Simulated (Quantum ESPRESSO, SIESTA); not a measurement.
## Pressure against volume in wurtzite ZnO (space group 186) (SIESTA, LDA)

```
CELL_PARAMETERS angstrom
      3.12360     0.00000     0.00000
     -1.56180     2.70512     0.00000
      0.00000     0.00000     5.00737
ATOMIC_POSITIONS crystal
  Zn 0.33333 0.66667 0.00000
  Zn 0.66667 0.33333 0.50000
  O  0.33333 0.66667 0.38200
  O  0.66667 0.33333 0.88200
```

Method of the run: LDA PW92, numerical atomic orbitals DZP, PseudoDojo LDA standard norm-conserving potentials (rewritten from UPF to PSML) (SIESTA). Settings: XC.functional = LDA; XC.authors = PW92; potentials = PseudoDojo LDA standard; PAO.BasisSize = DZP; PAO.EnergyShift = 0.005 Ry; MeshCutoff = 390 Ry; kgrid.MonkhorstPack = 12 12 7; OccupationFunction = FD; ElectronicTemperature = 116.05 K; MaxSCFIterations = 150; SCF.Mixer.Method = Pulay; SCF.Mixer.Weight = 0.2; SCF.Mixer.History = 8; SCF.DM.Tolerance = 1.0E-04. The cell above is the first row's. The rows scale it uniformly. In all rows fractional positions and the k mesh are held.

| V (Å^3/atom) | P (GPa) |
|---|---|
| 10.578 | ? |
| 10.808 | 10.01 |
| 11.038 | 5.59 |
| 11.268 | 1.63 |
| 11.497 | -1.92 |
| 11.727 | -5.18 |
| 11.957 | -8.02 |
| 12.187 | -10.66 |
| 12.417 | -12.98 |

Taking a cubic for P over the 8 complete rows: With u = V - 11.6, the rows have u = -0.7920, -0.5620, -0.3320, -0.1030, 0.1270, 0.3570, 0.5870, 0.8170. Least squares gives P = -3.420 - 14.0632·u + 3.2712·u² - 0.4743·u³. Residuals (row less fit): 0.004, -0.011, 0.003, 0.016, -0.026, 0.025, -0.016, 0.005; standard error 0.022 (degrees of freedom: 4). The fitted pressure is zero at V0 = 11.37, where dP/dV = -15.65, so B0 = -V0·dP/dV = 178 GPa.

Question: What does the fit predict for P at V = 10.578, and how far is the calculated value from it?

Answer: u = -1.0220, so P = -3.420 - 14.0632 × (-1.0220) + 3.2712 × (-1.0220)² - 0.4743 × (-1.0220)³ = 14.876 GPa. The calculation gives 14.93 GPa, 0.054 GPa above the prediction (0.2 % of the range of P in the table). The row lies outside the fitted rows, so this is an extrapolation. From the scatter of the fitted rows alone, a prediction at this place has a standard error of 0.059 GPa, so the miss is 0.9 times that.

Carrying the step between the two nearest rows on in a straight line would have given 14.43, off by 0.50; series whose last step already gives the withheld value aren't shown. The scan was laid around a cell of about the measured size, scaled by a guess for this functional; axis ratios and inner coordinates come from that cell. The runs keep the symmetry of the cell, so they don't test it for distortions. A plane-wave scan with the same functional (Quantum ESPRESSO, GBRV) gives V0 = 11.41 Å^3/atom and B0 = 161 GPa; a Birch-Murnaghan fit to all rows here lies -0.4 % from it in V0 and 10 % in B0; the two differ in basis, and may differ in potentials and mesh. Values carry the incompleteness of an atom-centred basis. The shape of the cell and the inner coordinates aren't relaxed, so V0 and B0 belong to this uniform scaling; a relaxed crystal lies no higher in energy and is usually softer (forces reach 0.07 eV/Å in these rows). Cutoffs and mesh are single choices, not tested for convergence of this quantity. Series with a scatter that would blur these digits, or in which a gap closes, are not shown.
